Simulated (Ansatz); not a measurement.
Base system: Ag in the fcc (Cu type) structure (space group Fm-3m, No. 225; a = 4.054 Å; relaxed with 0.1 eV smearing). Axes: x, y, z lie along the cube axes.

Computed with PBEsol in Ansatz (plane waves to 420 eV, PAW, no SOC).

One thing is altered: compressive biaxial strain of 1.50 % in the plane normal to [001], as in epitaxy on a mismatched substrate; the out-of-plane cell vector and the atoms relax.

Question: What happens to the ratio −ε⊥/ε∥, in-plane stress and energy relative to the base?

Answer: The ratio −ε⊥/ε∥ is 1.43; the mean in-plane stress (compression positive) amounts to +1.7 GPa; the energy rises by 2.6 meV/atom.

Stability against distortions was not tested.

Ansatz is a first-principles code.
